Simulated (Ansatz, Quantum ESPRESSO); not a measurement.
One structure in several programs: TiNbB₄ (P6/mmm, 6 atoms in the cell)

Self-consistent single point.

```xyz
6
Lattice="3.0870 0.0000 0.0000 -1.5435 2.6734 0.0000 0.0000 0.0000 6.5994" Properties=species:S:1:pos:R:3 pbc="T T T"
Ti     0.0000     0.0000     3.2997
Nb     0.0000     0.0000     0.0000
B      0.0000     1.7823     4.8887
B      1.5435     0.8911     1.7108
B      1.5435     0.8911     4.8887
B      0.0000     1.7823     1.7108
```

Shared settings, as Ansatz (a program for electronic structure) writes them: kpoints.mp_grid.grid = 10 10 4; magnetization.spin_orbit = true; scf.occupations.method = fermi_dirac; scf.occupations.width = 0.1 eV. Potentials and cutoffs stand in the table.

```
code                                                                                                             model  pressure (GPa)  largest force (eV/Å)   cutoff
----------------  ----------------------------------------------------------------------------------------------------  --------------  --------------------  -------
Quantum ESPRESSO  PBEsol, spin-orbit coupling, PseudoDojo fully relativistic norm-conserving (PBESOL) pseudopotentials           -9.64                 0.101    85 Ry
Ansatz                                                        PBEsol with spin-orbit coupling, PAW files made with PBE          -10.31                 0.105  default
```

The spread over the programs that give each value: pressure within 0.67 GPa; largest force within 0.004 eV/Å.

Ansatz's pressure is given at a fixed set of plane waves, as the other plane-wave codes print theirs; with its correction for the finite basis it is -10.18 GPa.

The starting cell comes from a database of computed structures (which also holds hypothetical and non-ambient phases and stackings), without a prior relaxation at this level. Its lattice was rescaled by a random factor within 2.5 % of one.

Keys are those of Ansatz 0.2.
